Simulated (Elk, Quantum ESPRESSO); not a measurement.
# Equation of state of rock-salt CaO (space group 225): energy against volume (Elk, PBE)

```
CaO
1.0
    0.00000     2.36224     2.36224
    2.36224     0.00000     2.36224
    2.36224     2.36224     0.00000
Ca O
1 1
Direct
  0.00000   0.00000   0.00000
  0.50000   0.50000   0.50000
```

Method: PBE, all-electron FP-LAPW, Elk's shipped species files, APW+lo basis with extra local orbitals (Elk 10.2.4). Settings: xctype = 20; rgkmax = 8.55; stype = 3; swidth = 0.000367493 Ha; ngridk = 12 12 12; tforce = true; gmaxvr = 18 1/bohr; lmaxapw = 10; lmaxo = 8; nxlo = 2; lorbcnd = true; lradstp = 2; nrmtscf = 2; lmaxi = 4; sphere radii = {Ca: 2.4, O: 1.8} bohr. The cell above is the first row's. The rows scale it uniformly. In all rows fractional positions and the k mesh are held. E is the free energy at the stated smearing, counted from the lowest row.

| V (Å^3/atom) | E (meV/atom) |
|---|---|
| 13.182 | 23.82 |
| 13.468 | 11.04 |
| 13.755 | 3.29 |
| 14.041 | 0.00 |
| 14.328 | 0.62 |
| 14.614 | 4.84 |
| 14.901 | 12.13 |
| 15.188 | 22.38 |
| 15.474 | ? |

Fit E of the 8 rows that show it with the third-order Birch-Murnaghan form, a cubic in V^(-2/3). With u = V^(-2/3) - 0.171, the rows have u = 0.008203, 0.005657, 0.003191, 0.000818, -0.001484, -0.003703, -0.005858, -0.007945. Least squares gives E = -0.224 - 46.74·u + 357280·u² + 676792·u³. Residuals (row less fit): 0.013, -0.028, 0.003, 0.023, -0.010, 0.026, -0.044, 0.019; standard error 0.034 (degrees of freedom: 4). Its minimum lies at u = 0.000065, so V0 = (0.171065)^(-3/2) = 14.13. There d²E/du² = 714800 and d³E/du³ = 4061000, so B0 = (4/9) × 14.13^(-7/3) × 714800 × 0.160218 = 105 GPa (the last factor turns the table's units into GPa), and B0' = 4 + (2/3) × 0.171065 × (4061000)/714800 = 4.6.

### Question
Predict the withheld E at V = 15.474 from the fit, and compare with the calculation.

### Answer
u = -0.009961, so E = -0.224 - 46.74 × (-0.009961) + 357280 × (-0.009961)² + 676792 × (-0.009961)³ = 35.023 meV/atom. The calculation gives 35.17 meV/atom, 0.147 meV/atom above the prediction (0.4 % of the range of E in the table). The row lies outside the fitted rows, so this is an extrapolation. From the scatter of the fitted rows alone, a prediction at this place has a standard error of 0.082 meV/atom, so the miss is 1.8 times that.

Carrying the step between the two nearest rows on in a straight line would have given 32.59, off by 2.58; series whose last step already gives the withheld value aren't shown. The scan was laid around a cell of about the measured size, scaled by a guess for this functional. The runs keep the symmetry of the cell, so they don't test it for distortions. A plane-wave scan with the same functional (Quantum ESPRESSO, GBRV) gives V0 = 14.10 Å^3/atom and B0 = 105 GPa; a Birch-Murnaghan fit to all rows here lies 0.2 % from it in V0 and 0 % in B0; the two differ in basis, and may differ in potentials and mesh. Values depend on the basis (sphere radii, cutoffs, local orbitals), which need not be converged. Sphere radii are the same in all rows. Cutoffs and mesh are single choices, not tested for convergence of this quantity. Series with a scatter that would blur these digits, or in which a gap closes, are not shown. Nor are scans whose minimum lies at an end fitted in this form.
